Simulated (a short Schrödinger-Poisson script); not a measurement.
System: MOS inversion layer, Si3N4 on p-type Si(100), at 300 K.

```tsv
layer	material	thickness (nm)	Na (cm⁻³)
1	Si3N4	4.1	-
2	Si	440	9.5e17
```

Constants are typed, rounded textbook-type inputs, not results; the design itself was drawn at random and stands for no fabricated device. Si3N4: permittivity 7.5, conduction-band edge (eV) 1.95, gap (eV) 5.1, electron mass (mₑ) 0.5. Si: permittivity 11.7, conduction-band edge (eV) 0, gap (eV) 1.124, Nv at 300 K (cm⁻³) 3.1e19.

Channel valleys (confinement mass, in-plane density-of-states mass, number): Δ2 0.916, 0.19, 2; Δ4 0.19, 0.417, 4. At the gate the conduction-band edge of layer 1 lies 2.43 eV − eVg above the Fermi level of the channel; the field vanishes at the back. Gaps are held at their typed values at every temperature. Mesh 0.03 nm at interfaces.

From a short Schrödinger-Poisson script (our own, NumPy): 1D Poisson equation in equilibrium, electrons quantum, Hartree (BenDaniel-Duke, 12 states a valley, the channel's in-plane mass for all, wave functions free to enter the dielectric), parabolic valleys, classical holes, full ionisation, no traps, pinning or gate leakage.

The same stack at other levels of the model or other numerical settings:

| run | sheet density of all electrons at Vg = 2.3 V (cm⁻²) | sheet density of all electrons at Vg = 1.1 V (cm⁻²) | capacitance at Vg = 2.3 V (μF/cm²) | centroid of the channel electrons at Vg = 2.3 V (nm) | rough cost against the base |
|---|---|---|---|---|---|
| base | 1.18e13 | 1.59e12 | 1.42 | 1.15 | about 1 |
| electrons treated as classical, Boltzmann | 1.39e13 | 2.47e12 | 1.57 | 0.28 | 0.02 |
| electrons treated as classical, Fermi-Dirac | 1.32e13 | 2.38e12 | 1.49 | 0.47 | 0.1 |
| mesh six times as coarse | 1.17e13 | 1.58e12 | 1.42 | 1.16 | 0.2 |
| one subband a valley | 1.18e13 | 1.58e12 | 1.42 | 1.14 | 0.4 |

The classical rows ignore confinement, and Boltzmann statistics overrate the density once the band edge passes the Fermi level.
